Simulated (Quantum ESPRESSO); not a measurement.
# How a calculation on Hg (P1, 3 atoms in the cell) responds to its settings

```xyz
3
Lattice="3.3206 0.0000 0.0000 -1.4721 3.0761 0.0000 -0.9583 -1.3973 8.1206" Properties=species:S:1:pos:R:3 pbc="T T T"
Hg     0.5114     1.8172     2.6953
Hg     0.3479    -0.1570     5.3973
Hg     0.0308     0.0186     0.0280
```

Base run A: PBEsol, GBRV 1.5 ultrasoft (PBESOL) pseudopotentials run with Quantum ESPRESSO, self-consistent single point.

Its settings: ecutwfc = 40 Ry; ecutrho = 200 Ry; occupations = smearing; smearing = gauss; degauss = 0.0073499 Ry; potentials = {Hg: hg_pbesol_v1.uspp.F.UPF}; K_POINTS = automatic 6 6 2 0 0 0; conv_thr = 1e-10 Ry.

The starting cell comes from a database of computed structures (which also holds hypothetical and non-ambient phases and stackings), without a prior relaxation at this level. Its atoms were displaced at random from the sites of space group no. 2. In the base run, with a pressure of about -3 GPa the cell is away from its equilibrium volume at this level. Without a gap this mesh is coarse (it stands for a supercell whose shortest vector is 17 Å).

ΔF is the free energy per atom less that of run A. 

Run A gave: pressure (GPa) -3.06; largest force (eV/Å) 0.049.

Runs:
- B: degauss: 0.0073499 Ry → 0.02205 Ry
- C: smearing: gauss → fd; degauss: 0.0073499 Ry → 0.0036749 Ry
- D: smearing: gauss → fd
- E: smearing: gauss → mp
- F: smearing: gauss → mp; degauss: 0.0073499 Ry → 0.02205 Ry
- G: smearing: gauss → cold; degauss: 0.0073499 Ry → 0.0036749 Ry
- H: smearing: gauss → cold; degauss: 0.0073499 Ry → 0.0147 Ry
- I: occupations: smearing → tetrahedra_opt; smearing: gauss → default; degauss: 0.0073499 Ry → default

Question: What does run D change against A?

Answer: The free energy falls by 1.7 meV/atom, the pressure hardly changes (-3.06 to -3.03 GPa) and the largest force hardly changes (0.049 to 0.048 eV/Å).

```tsv
run	ΔF (meV/atom)	pressure (GPa)	largest force (eV/Å)
A	0.00	-3.06	0.049
B	-2.3	-3.00	0.049
C	-0.19	-3.06	0.049
D	-1.67	-3.03	0.048
E	0.36	-3.06	0.049
F	0.69	-3.06	0.049
G	0.45	-3.06	0.052
H	0.06	-3.13	0.048
I	30.5	-1.79	0.049
```
